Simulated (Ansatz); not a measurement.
Ansatz (a first-principles code), DFT, LDA, plane waves, its default PAW files: Co2Ge, atoms displaced (from the phase in space group 194, mp-1667) (Co4Ge2), 6 atoms, spin-polarised from a ferromagnetic start (3 μB on Co), ending non-magnetic. Basis and mesh were picked for this test and aren't claimed converged.

- cell: 4.01, 4.01, 5.02 Å; 90, 90, 120°
- distance to the nearest atom: 2.23 to 2.50 Å
- task: single point
- k mesh: 6×6×4
- hamiltonian.xc: lda
- kind of files: paw
- scf.occupations.method: fermi_dirac
- scf.occupations.width: 0.05 eV
- output.forces: true
- magnetization.spin_polarized: true
- binding of workers (--pin): off
- k-point pools (--kpoint-pools): 1
- memory maximum (--max-ram): 8GiB
- accuracy: medium (default)
- basis.precision: auto (default)
- basis.xc_grid: 1 (default)
- scf.eigensolver.kind: auto (default)
- scf.mixing.algorithm: auto (default)
- scf.mixing.preconditioner: auto (default)
- scf.convergence.dr2_threshold: 1e-07 (default)
- scf.lower_state_search: light (default)
- k-points after symmetry (for each spin): 76
- bands at the start: 65
- electrons: 96
- plane waves at Γ: 1385
- cutoff (eV): 420
- FFT grid: 27×27×36
- symmetry operations: 1

One run each. The counts of a restarted run leave out the earlier run.

All on 4 threads. Base settings, kept where nothing else is said: earlier_run = none (default) (scf.initial_density.chi_scale, scf.initial_density.normalization, checkpoint.read, checkpoint.density_extrapolation, kpoints.initial_grid not set). The settings tried:
- checkpoint.read = first.ck, earlier_run = first_atom_moved_ang=0 orbitals_saved=false scf.convergence.dr2_threshold=0.001
- checkpoint.read = first.ck, earlier_run = first_atom_moved_ang=0 orbitals_saved=true scf.convergence.dr2_threshold=0.001
- checkpoint.read = first.ck, earlier_run = first_atom_moved_ang=0 orbitals_saved=false kpoints.mp_grid.grid=3×3×2
- checkpoint.read = first.ck, earlier_run = first_atom_moved_ang=0.1 orbitals_saved=false, checkpoint.density_extrapolation = none
- checkpoint.read = first.ck, earlier_run = first_atom_moved_ang=0 orbitals_saved=false hamiltonian.xc=pbe
- the base settings
- checkpoint.read = first.ck, earlier_run = first_atom_moved_ang=0.1 orbitals_saved=false, checkpoint.density_extrapolation = follow_atoms
- scf.initial_density.chi_scale = 0, scf.initial_density.normalization = cell
- checkpoint.read = first.ck, earlier_run = first_atom_moved_ang=0.3 orbitals_saved=false
- scf.initial_density.chi_scale = 0.1
- checkpoint.read = first.ck, earlier_run = first_atom_moved_ang=0.03 orbitals_saved=false
- checkpoint.read = first.ck, earlier_run = first_atom_moved_ang=0.03 orbitals_saved=true, checkpoint.density_extrapolation = none
- kpoints.initial_grid = auto
- checkpoint.read = first.ck, earlier_run = first_atom_moved_ang=0.1 orbitals_saved=false

Which settings need the fewest SCF iterations (all cycles of the run, searches included), which the most, and do any fail to converge?

Fewest SCF iterations (all cycles of the run, searches included): checkpoint.read = first.ck, earlier_run = first_atom_moved_ang=0 orbitals_saved=false scf.convergence.dr2_threshold=0.001 (3); checkpoint.read = first.ck, earlier_run = first_atom_moved_ang=0 orbitals_saved=true scf.convergence.dr2_threshold=0.001 (3). Most among those that reach the base run's result: kpoints.initial_grid = auto (46). All converged.

```csv
setting,"SCF iterations (all cycles of the run, searches included)",applications of H to a band,end
"checkpoint.read = first.ck, earlier_run = first_atom_moved_ang=0 orbitals_saved=false scf.convergence.dr2_threshold=0.001",3,106605,converged
"checkpoint.read = first.ck, earlier_run = first_atom_moved_ang=0 orbitals_saved=true scf.convergence.dr2_threshold=0.001",3,74089,converged
"checkpoint.read = first.ck, earlier_run = first_atom_moved_ang=0 orbitals_saved=false hamiltonian.xc=pbe",15,246866,converged
"checkpoint.read = first.ck, earlier_run = first_atom_moved_ang=0 orbitals_saved=false kpoints.mp_grid.grid=3×3×2",15,248373,converged
"checkpoint.read = first.ck, earlier_run = first_atom_moved_ang=0.03 orbitals_saved=true, checkpoint.density_extrapolation = none",20,270203,converged
the base settings,21,371053,converged
scf.initial_density.chi_scale = 0.1,21,371053,converged
"scf.initial_density.chi_scale = 0, scf.initial_density.normalization = cell",21,371053,converged
"checkpoint.read = first.ck, earlier_run = first_atom_moved_ang=0.03 orbitals_saved=false",22,385610,converged
"checkpoint.read = first.ck, earlier_run = first_atom_moved_ang=0.1 orbitals_saved=false, checkpoint.density_extrapolation = follow_atoms",26,448080,converged
"checkpoint.read = first.ck, earlier_run = first_atom_moved_ang=0.1 orbitals_saved=false",27,372019,converged
"checkpoint.read = first.ck, earlier_run = first_atom_moved_ang=0.1 orbitals_saved=false, checkpoint.density_extrapolation = none",27,559562,converged
"checkpoint.read = first.ck, earlier_run = first_atom_moved_ang=0.3 orbitals_saved=false",34,533396,converged
kpoints.initial_grid = auto,46,471569,converged
```

Keys are those of Ansatz 0.2.
